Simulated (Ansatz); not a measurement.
A constructed model of the (110) surface of bcc Nb, a layer of W in place of the second plane (bottom of the slab: a bare face, its two planes held)

These are PBE (plane waves to 420 eV, PAW; Ansatz, a quantum-chemistry and plane-wave program) values and carry that method's errors.

Model: 6-atom slab, 11.7 Å thick at the start, 14x14x1 mesh, Fermi-Dirac 0.1 eV, dipole correction, 2 atoms held, the rest relaxed; start symmetry kept, larger cells not searched; no spin, no spin-orbit, no U. It is one candidate, not shown to be the stable structure of the face.

```
Quantity                                        Value
-----------------------------  ----------------------
work function of the top face                 4.40 eV
energy released by relaxation                 0.12 eV
cost                           roughly 4 core-minutes
```
